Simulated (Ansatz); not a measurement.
## SiC with two functionals, pressure 60 GPa

The reference is SiC (space group P6_3mc, No. 186; a = 3.094 Å, c = 10.129 Å).

(Cell as relaxed with PBE.)

Levels (all Ansatz, a program for electronic structure, PAW, earlier PAW set): PBE (420 eV, no spin-orbit coupling); PBEsol (420 eV, no spin-orbit coupling).

Each level relaxes its own structure.

```
base                      PBE    PBEsol
-------------------  --------  --------
volume per atom      10.50 Å³  10.33 Å³
lattice parameter a   3.094 Å   3.078 Å
band gap              2.22 eV   2.12 eV
```

Modification: a hydrostatic pressure of 60 GPa.

| quantity | PBE | PBEsol |
|---|---|---|
| smallest direct gap | 3.40 eV | [?] |
| band gap | 2.25 eV | [?] |
| volume per atom | 8.65 Å³ | [?] |
| valence-band top at Γ (three highest levels, from the VBM) | 0.00, 0.00, -0.04 eV | [?] |

### Question
What does PBEsol give?

### Answer

- smallest direct gap, PBEsol: 3.30 eV
- band gap, PBEsol: 2.14 eV
- volume per atom, PBEsol: 8.56 Å³
- valence-band top at Γ (three highest levels, from the VBM), PBEsol: 0.00, 0.00, -0.04 eV

PBE's smallest direct gap lies 0.10 eV above PBEsol's; PBE's band gap lies 0.11 eV above PBEsol's; PBE's volume per atom lies 0.09 Å³ above PBEsol's (1.0 %); the two agree on the valence-band top at Γ. Neither level is exact; PBEsol is the comparison here, not a measurement.

Load acts through the strain it causes; cell and atoms are relaxed under it. Stability against distortions was not tested. No other phases were tried under pressure.
